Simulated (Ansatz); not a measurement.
The starting structures come from a database of crystals and need not be the phases stable at ambient conditions.

 Where the default PAW files enter, the runs use the earlier of Ansatz's two default sets.

Given:

```yaml
crystal:
  lattice:
    - [4.84693, 0.00000, 0.00000]
    - [0.00000, 7.08994, 0.00000]
    - [0.00000, 0.00000, 4.98540]
  atoms:
    - { symbol: Al, position: [0.74785, 0.39040, 0.03051] }
    - { symbol: Al, position: [0.25215, 0.60960, 0.96949] }
    - { symbol: Al, position: [0.75215, 0.10960, 0.53051] }
    - { symbol: Al, position: [0.24785, 0.89040, 0.46949] }
    - { symbol: Al, position: [0.75215, 0.89040, 0.96949] }
    - { symbol: Al, position: [0.24785, 0.10960, 0.03051] }
    - { symbol: Al, position: [0.74785, 0.60960, 0.46949] }
    - { symbol: Al, position: [0.25215, 0.39040, 0.53051] }
    - { symbol: O, position: [0.89298, 0.65400, 0.10198] }
    - { symbol: O, position: [0.10702, 0.34600, 0.89802] }
    - { symbol: O, position: [0.60702, 0.84600, 0.60198] }
    - { symbol: O, position: [0.39298, 0.15400, 0.39802] }
    - { symbol: O, position: [0.60702, 0.15400, 0.89802] }
    - { symbol: O, position: [0.39298, 0.84600, 0.10198] }
    - { symbol: O, position: [0.89298, 0.34600, 0.39802] }
    - { symbol: O, position: [0.10702, 0.65400, 0.60198] }
    - { symbol: O, position: [0.95060, 0.00000, 0.25000] }
    - { symbol: O, position: [0.04940, 0.00000, 0.75000] }
    - { symbol: O, position: [0.54940, 0.50000, 0.75000] }
    - { symbol: O, position: [0.45060, 0.50000, 0.25000] }
```

Space group of this cell: Pbcn. The cell is taken as given; by r2SCAN its mean pressure is -7.5 GPa.

Computed with r2SCAN (plane waves, PAW; Ansatz, a quantum-chemistry and plane-wave program).

The current runs along the normal of the first two printed vectors; no spin-orbit coupling. Scaled by the factor s: all lengths (ions clamped). The meshes follow the cell: 6×6×6 and 6×6 across at s = 0.98, 6×4×6 and 6×4 across at s = 1.00, 6×4×6 and 6×4 across at s = 1.02.

| s | mean pressure (GPa) | band gap (eV) |
|---|---|---|
| 0.98 | 8.4 | ? |
| 1.00 | -7.5 | 6.20 |
| 1.02 | -19.6 | 5.49 |

Task: Take the slope of the band gap against ln s from the two given rows, extrapolate to s = 0.98, and say what the run there gives.

Result: Slope = (5.49 − 6.20) / ln 1.02 = -35.9 eV. The line gives 6.20 + (-35.9) × ln 0.98 = 6.92 eV. The run gives 6.95 eV, 0.03 eV over the line, 4 % of the predicted step.
